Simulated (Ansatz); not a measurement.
System: AlN (model structure, started from the BN type, Pm-3n, No. 223, 12 atoms in the cell). Method: r²SCAN+rVV10 (Ansatz, an electronic-structure program, plane waves, PAW).

Settings: plane-wave cutoff 560 eV, 8×8×8 k mesh, Fermi–Dirac smearing 0.01 eV, scalar-relativistic PAW data made under PBE.

Cell (relaxed at this level):

AlN is modelled in the cubic space group Pm-3n (No. 223), Pearson symbol cP12. Lattice parameters: a = 5.3226 Å, b = 5.3226 Å, c = 5.3226 Å, α = 90.00°, β = 90.00°, γ = 90.00°. Al on 6c has 4 N at 1.882 Å. N on 6d is surrounded by 4 Al at 1.882 Å. (Neighbours: up to the widest gap in distance over summed covalent radii, below 1.35, at either atom; cation-cation and far metal-metal contacts left out.)

Predict the band gap.


- band gap: 2.90 eV (direct)

Note: the relaxation could raise the start's symmetry but not lower it, so the cell can be a saddle point.

Static lattice: no zero-point or thermal effects.

A model structure was made by putting elements into a prototype or built by hand; it is no filed structure, need not be a known phase, and can be a saddle point held by its symmetry.
